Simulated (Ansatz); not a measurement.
Consider Rh-vacancy pair (Rh on one host Cu site, one Cu site vacant) in fcc Cu, neutral cell. All values below come from PBE, PAW (plane waves to 420 eV; Ansatz, a first-principles code).

Cell of 32 host sites held at the relaxed PBE lattice; a 2×2×2 k-point mesh shifted by half a step; Fermi-Dirac width 0.10 eV, spin-restricted; finite-size errors left in. Static, classical nuclei. Forms of the defect that were not tried may lie lower.

Barriers: single points on a 4×4×4 k-point mesh shifted by half a step at the bands' geometries (they differ from the bands' own by up to 0.14 eV, and are uncertain by about as much).

The step: direct exchange of Rh with the vacancy (Rh-vacancy distance between ideal sites 2.57 Å throughout); the atom moves 2.44 Å along (0.00, 0.48, 0.48) of the unit cell; the moving atom starts with neighbours 4 Cu at 2.56, 2 Cu at 2.59, 5 Cu at 2.62 Å and ends with 4 Cu at 2.56, 2 Cu at 2.59, 5 Cu at 2.62 Å.

Problem. What migration barrier of this step does PBE, PAW give?

Solution. 1.03 eV, the same both ways. At the saddle the moving atom has neighbours 4 Cu at 2.45, 4 Cu at 2.79 Å. The saddle point's order was not checked, and it lies on a symmetry element of the cell, where a band can be held.
